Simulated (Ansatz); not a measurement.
Consider GaN in the zinc blende structure (space group F-43m, No. 216; a = 4.498 Å).

It is then changed as follows: every N is replaced by Sb, then cell and atoms are relaxed.

Levels (all Ansatz, a first-principles code, PAW, earlier PAW set): PBEsol (420 eV, spin-orbit coupling left out); r2SCAN (500 eV, without spin-orbit coupling); PBEsol+SOC (420 eV, noncollinear with spin-orbit coupling).

One geometry, relaxed with PBEsol, under each level:

Notes on the quantities. hole mass: degenerate bands, along [100].

```json
[
 {"level": "PBEsol", "band gap": "zero", "electron mass": "–", "hole mass": "–", "pressure": "0.0 GPa"},
 {"level": "r2SCAN", "band gap": "0.50 eV", "electron mass": "0.027 mₑ (at Γ)", "hole mass": "0.027, 0.26, 0.26 mₑ (at Γ)", "pressure": "0.6 GPa"},
 {"level": "PBEsol+SOC", "band gap": "zero", "electron mass": "–", "hole mass": "–", "pressure": "0.0 GPa"}
]
```

Single points use the geometry relaxed with PBEsol. Their cutoffs differ, which shifts pressures a little. Differences between runs with and without spin-orbit coupling are approximate. With Sb present, leaving out spin-orbit coupling can change the band edges. Effective masses come from finite differences of ±0.01 Å⁻¹. Stability against distortions was not tested. The runs without spin-orbit coupling are not spin-polarised. This is not the structure that GaN has at room temperature and ambient pressure. A zero or small gap of GaSb can be the functional's error rather than a property of the material.
